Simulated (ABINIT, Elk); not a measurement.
An Elk input for a self-consistent single point of KCl (Fm-3m, 2 atoms in the cell) (DFT, LDA (PW92), all-electron FP-LAPW, Elk's shipped species files, APW+lo basis with extra local orbitals):

```
tasks
  0

xctype
  3

tforce
  .true.

rgkmax
  7.5

gmaxvr
  18.0

lmaxapw
  10

lmaxo
  8

nxlo
  2

lorbcnd
  .true.

lradstp
  2

nrmtscf
  2.0

lmaxi
  4

stype
  3

swidth
  0.000367493

avec
    0.0000000000    5.9372738192    5.9372738192
    5.9372738192    0.0000000000    5.9372738192
    5.9372738192    5.9372738192    0.0000000000

atoms
  2   : nspecies
  'K.in'   : spfname
  1   : natoms; atposl, bfcmt below
  0.0000000000  0.0000000000  0.0000000000    0.0 0.0 0.0
  'Cl.in'   : spfname
  1   : natoms; atposl, bfcmt below
  0.5000000000  0.5000000000  0.5000000000    0.0 0.0 0.0

ngridk
  5 5 5
```

Question: Write the same calculation as an input for ABINIT.

Answer: One input that does it (others would too):

```
# KCl, PseudoDojo nc-sr-04 LDA standard
pp_dirpath "./"
pseudos "K.upf, Cl.upf"
acell 3*1.0
rprim
        -0.0000000000    5.9372738192    5.9372738192
         5.9372738192   -0.0000000000    5.9372738192
         5.9372738192    5.9372738192   -0.0000000000
natom 2
ntypat 2
znucl 19 17
typat 1 2
xred
         0.0000000000    0.0000000000    0.0000000000
         0.5000000000    0.5000000000    0.5000000000
ecut 72 Ry
occopt 3
tsmear 0.01 eV
nband 13
kptopt 1
ngkpt 5 5 5
nshiftk 1
shiftk 0 0 0
nstep 100
tolvrs 1.0e-12
prtwf 0
prtden 0
prtvol 1
```

Basis, cutoffs, solver keys and any potentials are the target program's own. This input uses DFT, LDA (PW92), plane waves, norm-conserving pseudopotentials (PseudoDojo nc-sr-04 LDA standard). LDA parametrisations can differ slightly between programs. Both were run: gap on the mesh 4.758 eV in Elk and 4.759 in ABINIT.

On Elk: the starting cell comes from a database of computed structures (which also holds hypothetical and non-ambient phases and stackings), without a prior relaxation at this level. Values depend on the basis (sphere radii, cutoffs, local orbitals), which need not be converged.

On ABINIT: the starting cell comes from a database of computed structures (which also holds hypothetical and non-ambient phases and stackings), without a prior relaxation at this level.
